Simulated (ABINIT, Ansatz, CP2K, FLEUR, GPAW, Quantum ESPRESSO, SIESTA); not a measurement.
## One structure in several programs: HgPPd5 (P4/mmm, 7 atoms in the cell)

Self-consistent single point.

```yaml
crystal:
  lattice:
    - [4.01802, 0.00000, 0.00000]
    - [0.00000, 4.01802, 0.00000]
    - [0.00000, 0.00000, 7.18054]
  atoms:
    - { symbol: Hg, position: [0.50000, 0.50000, 0.00000] }
    - { symbol: P, position: [0.00000, 0.00000, 0.50000] }
    - { symbol: Pd, position: [0.00000, 0.50000, 0.30289] }
    - { symbol: Pd, position: [0.00000, 0.50000, 0.69711] }
    - { symbol: Pd, position: [0.50000, 0.00000, 0.30289] }
    - { symbol: Pd, position: [0.50000, 0.00000, 0.69711] }
    - { symbol: Pd, position: [0.00000, 0.00000, 0.00000] }
```

All programs got the same cell, k-point mesh and kind of occupations (in Ansatz's words: kpoints.mp_grid.grid = 5 5 3; scf.occupations.method = gaussian; scf.occupations.width = 0.1 eV); potentials, basis and cutoffs are each program's usual ones.

```tsv
code	model	pressure (GPa)	largest force (eV/Å)	k-points	cutoff
ABINIT	PBEsol, PAW (JTH v2.0 PBE PAW, files made for PBE)	-11.66	0.119	12	24 Ha
FLEUR	PBEsol, all-electron FLAPW (FLEUR), scalar-relativistic valence	–	0.096	12	Kmax 4.2 1/bohr
CP2K	PBEsol, GPW, DZVP-MOLOPT-SR-GTH basis, GTH-PBE potentials (GTH_POTENTIALS)	-10.04	0.021	38	grid 500 Ry
Quantum ESPRESSO	PBEsol, GBRV 1.5 ultrasoft (PBESOL) pseudopotentials	-11.36	0.096	12	40 Ry
Ansatz	PBEsol, PAW files made with PBE	-11.83	0.114	12	420 eV
SIESTA	GGA PBEsol, numerical atomic orbitals TZP, PseudoDojo PBEsol standard norm-conserving potentials (rewritten from UPF to PSML)	-13.56	0.031	38	grid 400 Ry
GPAW	PBEsol, GPAW PAW datasets PBEsol (made by gpaw-setup)	-10.96	0.076	12	600 eV
```

A dash marks a value that a program does not give, or that is left out as unsure.

The spread over the programs that give each value: pressure within 3.52 GPa; largest force within 0.098 eV/Å.

The starting cell comes from a database of computed structures (which also holds hypothetical and non-ambient phases and stackings), without a prior relaxation at this level. Its lattice was rescaled by a random factor within 2.5 % of one. On Ansatz's run: Spin-orbit coupling is off. Spin polarisation is off; with an odd number of electrons in the cell that forces a metal, and a magnetic state may lie lower. In the base run, with a pressure of about -12 GPa the cell is away from its equilibrium volume at this level.

Q: Why do the programs differ, and what cannot be compared?

A: Differences of this kind can come from the potentials, where these differ, and from what each basis and cutoff leave unconverged. The valence holds different numbers of electrons (ABINIT 107, FLEUR 103, CP2K 107, Quantum ESPRESSO 97, Ansatz (a first-principles code) 115, SIESTA 115, GPAW 103). The zero of total energies and Fermi levels follows the potentials and each program's conventions, so they are not compared here. CP2K and SIESTA use small atom-centred bases, whose incompleteness enters pressures, forces and empty levels differently from a plane-wave cutoff. FLEUR treats all electrons, but the usual bases taken here (sphere radii, linearisation, local orbitals, empty states) were not tested for convergence, so the values are no reference for the others. Ansatz's pressure is given at a fixed set of plane waves, as the other plane-wave codes print theirs; with its correction for the finite basis it is -11.80 GPa. The programs reduce the same mesh by symmetry to different extents, which changes the work and not the result. In the pressure, CP2K (by 1.47) and SIESTA (by 2.05) lie more than 1 GPa from the median of the plane-wave programs. In the force vectors, CP2K (by 0.126) and SIESTA (by 0.136) lie more than 0.08 eV/Å from the median of the plane-wave programs.

Left out of this page: Elk (not drawn, or without a comparable value).

Keys are those of Ansatz 0.2.
